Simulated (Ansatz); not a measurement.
Output of an Ansatz run (abridged):

```
WARN ansatz: RAYON_NUM_THREADS=1 ignored (pool sized by the plan → 1); use --threads N
Pseudopotentials: kind: paw
Pseudopotential: Lu, paw, valence charge 25
Pseudopotential: Tl, paw, valence charge 13
Crystal: 4 atoms, lattice volume = 103.959 Å³
Basis set: ecut = 420 eV, 2007 PW (Γ)
Bands: 39, of which v1, the nominal top of the filled ones, is band 32 counted from 1 (31 counted from 0)
Symmetry: 48 space group operations
Space group: Pm-3m (ITA 221), of the structure as read, at distance tolerance 4.7e-5 Å
k-points: 20 of 343
PAW frozen core: Lu, regenerated for the run's functional, and the local potential with it
PAW frozen core: Tl, regenerated for the run's functional, and the local potential with it
Initial density: superposition of atomic densities (neutral atoms: chi_scale 0, normalization atom), corrected by the library's trained network
Initial wavefunctions: pseudopotential atomic-orbital guess
Eigensolver: davidson
Functional: x = slater, c = lda
SCF iter   1: F=—  HF=-47933.625078 eV  |F-HF|=—  |Δ(HF+E_count)|=         —  Δρ=5.13e-3  dr2=4.56e-2  ethr=1.77e-3  ⟨swp⟩=7.2  Hψ=3316  notcnv=0  defer=2
all-band conjugate gradients solve this SCF's bands
preconditioner: auto → Kerker (q_TF=auto, 2.516 Å⁻¹)
SCF iter   2: F=—  HF=-47933.614991 eV  |F-HF|=—  |Δ(HF+E_count)|=   1.01e-2  Δρ=2.87e-3  dr2=1.67e-2  ethr=7.13e-5  ⟨swp⟩=2.1  Hψ=1592  notcnv=0  defer=1
SCF iter   3: F=—  HF=-47933.612477 eV  |F-HF|=—  |Δ(HF+E_count)|=   2.51e-3  Δρ=1.72e-3  dr2=7.17e-3  ethr=2.62e-5  ⟨swp⟩=2.0  Hψ=1367  notcnv=0  defer=1
SCF iter   4: F=—  HF=-47933.609726 eV  |F-HF|=—  |Δ(HF+E_count)|=   2.75e-3  Δρ=6.55e-4  dr2=1.19e-3  ethr=1.12e-5  ⟨swp⟩=2.0  Hψ=1084  notcnv=0  defer=1
SCF iter   5: F=—  HF=-47933.609363 eV  |F-HF|=—  |Δ(HF+E_count)|=   3.63e-4  Δρ=1.55e-4  dr2=6.03e-5  ethr=1.86e-6  ⟨swp⟩=2.1  Hψ=1536  notcnv=0  defer=1
SCF iter   6: F=—  HF=-47933.609350 eV  |F-HF|=—  |Δ(HF+E_count)|=   1.34e-5  Δρ=7.38e-5  dr2=8.70e-6  ethr=9.42e-8  ⟨swp⟩=2.1  Hψ=1396  notcnv=0  defer=1
SCF iter   7: F=—  HF=-47933.609349 eV  |F-HF|=—  |Δ(HF+E_count)|=   6.70e-7  Δρ=2.30e-5  dr2=5.39e-7  ethr=1.36e-8  ⟨swp⟩=2.0  Hψ=1376  notcnv=0  defer=1
SCF iter   8: F=-47933.609349 eV  HF=-47933.609349 eV  |F-HF|=2.29e-8  |Δ(HF+E_count)|=   3.44e-7  Δρ=5.23e-6  dr2=2.76e-8  ethr=1.56e-10  ⟨swp⟩=9.2  Hψ=5060  notcnv=0
SCF 1 converged in 8 iterations: F = -47933.609349 eV  dr2 = 2.76e-8
SCF converged after 8 iterations
Free energy (F): -47933.609349 eV
Harris-Foulkes:  -47933.609349 eV  (|F-HF|=2.29e-8)
Internal energy: -47933.541764 eV  (E = F + TS)
E sigma→0 (E₀):  -47933.575557 eV
Entropy (-TS):   -0.067584 eV (-16.896 meV/atom)
Fermi energy:    12.529021 eV
--- Per-component energies (eV) ---
  E_band       = 50.258758
  E_kinetic    = 1421.178505
  E_local      = -9648.819425  (includes V_loc(G=0)·N_el)
  E_nonlocal   = 1551.153061
  E_hartree    = 3948.917254
  E_xc         = -902.213249
  E_vxc        = -686.364189  (∫ρ·V_xc dr)
  E_paw        = -36743.895970  (= ΣΔE_a)
  E_vpaw       = -484.717613  (= ΣTr[D̂ρ^β])
  E_aug_tail   = 0.000121  (compensation charges beyond the density's cutoff)
  E_ewald      = -7561.756013
  E_core_change = 1.893952  (= ΣΔE_core)
  E_smearing   = -0.067584  (= −TS)
  E_closure    = -0.000000  (closes the sum)
  Σ components = -47933.609349   (vs F -47933.609349, Δ=0.00e0)
--- Forces (eV/Å), atoms counted from 1 ---
  atom   1  Lu    -0.00000000     0.00000000     0.00000000
   [... zero for the other atoms too ...]
  max |Σ_I F_I| component: 4.14e-29 eV/Å
--- Stress (GPa, compression-positive) ---
       -4.089935       0.000000       0.000000
        0.000000      -4.089935       0.000000
        0.000000       0.000000      -4.089935
  P = ⅓ Tr σ = -4.0899 GPa (-40.899 kbar)
  The stress holds the Pulay correction. Without it, at fixed plane waves, as pw.x and ABINIT print it: P = -4.1351 GPa
--- Band table (eV; the first three rows and the last of 20) ---
  k-point 0: bands = ["-44.4490", "-15.0999", "-15.0999", "-15.0999", "0.5332", "0.5774", "0.5774", "0.5774", "0.8148", "0.8148", "1.1416", "1.1416", "1.1416", "1.3484", "1.3484", "1.5658", "1.6430", "1.6430", "1.6430", "2.3465", "6.7440", "6.7440", [...]
  k-point 1: bands = ["-44.4490", "-15.1022", "-15.1000", "-15.1000", "0.5714", "0.5889", "0.6189", "0.6189", "0.8287", "0.8520", "1.1296", "1.1448", "1.1448", "1.3194", "1.3492", "1.5390", "1.5821", "1.5821", "1.6430", "2.5060", "6.7401", "6.7452", [...]
  k-point 2: bands = ["-44.4489", "-15.1073", "-15.1002", "-15.1002", "0.6168", "0.6715", "0.7374", "0.7374", "0.8617", "0.9505", "1.1004", "1.1490", "1.1490", "1.2345", "1.3486", "1.4238", "1.4238", "1.4664", "1.6431", "2.9846", "6.3323", "6.7317", [...]
  k-point 19: bands = ["-44.4488", "-15.1076", "-15.1072", "-15.1072", "0.6975", "0.7109", "0.7383", "0.7383", "0.9093", "0.9093", "0.9409", "1.1658", "1.2023", "1.2023", "1.2326", "1.2326", "1.5333", "1.5333", "1.5742", "6.1465", "6.6645", [...]
```

The structure:

```xyz
4
Lattice="4.7020 0.0000 0.0000 0.0000 4.7020 0.0000 0.0000 0.0000 4.7020" Properties=species:S:1:pos:R:3 pbc="T T T"
Lu     0.0000     0.0000     0.0000
Tl     0.0000     2.3510     2.3510
Tl     2.3510     0.0000     2.3510
Tl     2.3510     2.3510     0.0000
```

Task: Write an input that gives this output.

Result: Other spellings and defaults could give the same log, and not every line can be read from it. The input that was run (DFT, LDA (PW92), plane waves, default PAW files made with PBE):

Ansatz 0.2 input:
```yaml
# LuTl3
crystal:
  lattice:
    - [4.70204400, 0.00000000, 0.00000000]
    - [0.00000000, 4.70204400, 0.00000000]
    - [0.00000000, 0.00000000, 4.70204400]
  atoms:
    - { symbol: Lu, position: [0.00000000, 0.00000000, 0.00000000] }
    - { symbol: Tl, position: [0.00000000, 0.50000000, 0.50000000] }
    - { symbol: Tl, position: [0.50000000, 0.00000000, 0.50000000] }
    - { symbol: Tl, position: [0.50000000, 0.50000000, 0.00000000] }
basis:
  ecutwfc: 420.0
kpoints:
  mp_grid: { grid: [7, 7, 7] }
hamiltonian:
  xc: lda
  pseudopotentials: { kind: paw }
scf:
  occupations: { method: fermi_dirac, width: 0.1 }
output:
  forces: true
  eigenvalues: true
  stress: true
```

The starting cell comes from a database of computed structures (which also holds hypothetical and non-ambient phases and stackings), without a prior relaxation at this level. Its lattice was rescaled by up to half a per cent. Spin-orbit coupling is off. With a pressure of about -4 GPa the cell is away from its equilibrium volume at this level. Ansatz's pressure includes its estimate of the finite-basis (Pulay) stress.

Ansatz is a first-principles code.
